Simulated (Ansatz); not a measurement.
The reference is Mg₂Sn (space group Fm-3m, No. 225; a = 6.6638 Å; relaxed with 0.1 eV smearing). Axes: x, y, z lie along the cube axes.

The values are results of plane-wave PAW DFT at the LDA level (Ansatz, a quantum-chemistry and plane-wave program, 420 eV), no spin-orbit coupling, not measurements.

Strains are applied to the cell and any free atomic positions relax; under biaxial strain the out-of-plane vector relaxes too.

One change was made to it. Results:

| quantity | base | after |
|---|---|---|
| shortest interatomic distance | 5.453 bohr | 5.511 bohr |
| energy relative to the base (free energy F) | 0 meV/atom | +7.8 meV/atom |

Problem. What was done to the base?
A. biaxial strain +1.50 %, plane normal [001], relaxed out of plane
B. biaxial strain +2.00 %, plane normal [001], relaxed out of plane
C. biaxial strain −3.00 %, plane normal [001], relaxed out of plane
D. biaxial strain +2.50 %, plane normal [001], relaxed out of plane
E. biaxial strain +1.00 %, plane normal [001], relaxed out of plane

Solution. D, biaxial strain +2.50 %, plane normal [001], relaxed out of plane. For comparison, the energy relative to the base in the other runs: biaxial strain +1.50 %, plane normal [001], relaxed out of plane gives +2.9 meV/atom; biaxial strain +2.00 %, plane normal [001], relaxed out of plane gives +5.1 meV/atom; biaxial strain −3.00 %, plane normal [001], relaxed out of plane gives +13 meV/atom; biaxial strain +1.00 %, plane normal [001], relaxed out of plane gives +1.3 meV/atom.

No phonon test of stability was made.
